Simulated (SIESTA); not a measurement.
A user runs SIESTA on Hg3Pb (P6_3/mmc, 8 atoms in the cell) and asks whether the run is sound. The aim is a self-consistent single point with DFT, GGA PBEsol, numerical atomic orbitals DZP, PseudoDojo PBEsol standard norm-conserving potentials (rewritten from UPF to PSML).

Cell that was meant: a = 6.8697 Å, b = 6.8697 Å, c = 5.1478 Å, α = 90.00°, β = 90.00°, γ = 120.00°.

Part of the input:

```
SCF.Mixer.Method             Broyden
SCF.Mixer.Weight             0.2
SCF.Mixer.History            6
SCF.DM.Tolerance             1.0E-01
SCF.H.Tolerance              1.0 eV
Diag.ParallelOverK           true
WriteForces                  true
Charge.Mulliken              end
```

Output (repeated stretches shortened):

```
reinit: Reading from file input.fdf

reinit: System Name: Hg3Pb
reinit: System Label: hg3pb

   [... lines left out ...]
       -3.434840    5.949317    0.000000
        0.000000    0.000000    5.147790

outcell: Cell vector modules (Ang)   :    6.869680    6.869680    5.147790
outcell: Cell angles (23,13,12) (deg):     90.0000     90.0000    120.0000
outcell: Cell volume (Ang**3)        :    210.3897
new_DM -- step:     1
Initializing Density Matrix...

Attempting to read DM from file... Failed...
DM filled with atomic data:

InitMesh: MESH = 72 x 72 x 64 = 331776
InitMesh: Mesh cutoff (required, used) =   400.000   404.793 Ry

stepf: Fermi-Dirac step function
        iscf     Eharris(eV)        E_KS(eV)     FreeEng(eV)     dDmax    Ef(eV) dHmax(eV)
   scf:    1   -30680.222188   -30835.265949   -30835.432765  1.933815  1.287190 33.682114
   scf:    2   -31035.308321   -30958.276738   -30958.372786  0.760796  0.057820 12.481720
   scf:    3   -30981.388002   -30972.153091   -30972.243187  0.385037 -0.413592  3.784616
   scf:    4   -30973.787871   -30973.518050   -30973.610893  0.206007 -0.746810  1.131201
   scf:    5   -30973.234436   -30973.520048   -30973.612041  0.160527 -0.841455  0.921672
   scf:    6   -30973.716808   -30973.636626   -30973.727923  0.053408 -0.838725  0.372066
SCF Convergence by DM+H criterion
max |DM_out - DM_in|         :     0.0534078658
max |H_out - H_in|      (eV) :     0.3720661064
SCF cycle converged after 6 iterations

Using DM_out to compute the final energy and forces

siesta: E_KS(eV) =           -30973.6366

siesta: E_KS - E_eggbox =    -30973.6366

siesta: Atomic forces (eV/Ang):
     1   -0.254206   -0.146755   -0.000000
     2    0.254206    0.146755    0.000000
     3    0.000010   -0.293527   -0.000000
     4   -0.000010    0.293527    0.000000
     5    0.254205   -0.146766   -0.000000
     6   -0.254205    0.146766    0.000000
     7   -0.000005    0.000002    0.000000
     8    0.000005   -0.000002   -0.000000
   Tot    0.000000   -0.000000   -0.000000
   Max    0.293527
   [... lines left out ...]
siesta: FreeEng =    -30973.727923
siesta: Cell volume =        210.389683 Ang**3
siesta:        -109.00911206       -118.13108185  kBar
   [... lines left out ...]

mulliken: Qtot =      148.000

Mulliken Atomic Populations:
Atom #   charge [q] valence [e]  Species
     1     0.575319   19.424681  Hg
     2     0.575319   19.424681  Hg
     3     0.575319   19.424681  Hg
     4     0.575319   19.424681  Hg
     5     0.575320   19.424680  Hg
     6     0.575320   19.424680  Hg
     7    -1.725959   15.725959  Pb
     8    -1.725959   15.725959  Pb
 Total     0.000000
```

Is this run sound? If not, what is wrong?

The run is not sound. The fault is a convergence threshold that is too loose. A loop that stops early leaves an energy error of second order in the density error, but errors of first order in forces and stress. To fix it, tighten the threshold. The run converged in 6 iterations without an error; against the sound input the free energy rises by 2.1 meV/atom, the pressure goes from -10.30 to -10.90 GPa and the largest force goes from 0.246 to 0.294 eV/Å.

The sound input it was made from differs as follows (other fixes are possible):
```diff
-SCF.DM.Tolerance             1.0E-01
-SCF.H.Tolerance              1.0 eV
+SCF.DM.Tolerance             1.0E-05
```

With that input, the run converged in 15 iterations: free energy E − TS -30973.7448 eV; Fermi level (on the code's own zero) -0.87 eV; pressure -10.30 GPa; largest force (vector length) 0.246 eV/Å (DFT, GGA PBEsol, numerical atomic orbitals DZP, PseudoDojo PBEsol standard norm-conserving potentials (rewritten from UPF to PSML)).

On the sound input: the starting cell comes from a database of computed structures (which also holds hypothetical and non-ambient phases and stackings), without a prior relaxation at this level. Values carry the incompleteness of an atom-centred basis. With a pressure of about -10 GPa the cell is away from its equilibrium volume at this level.
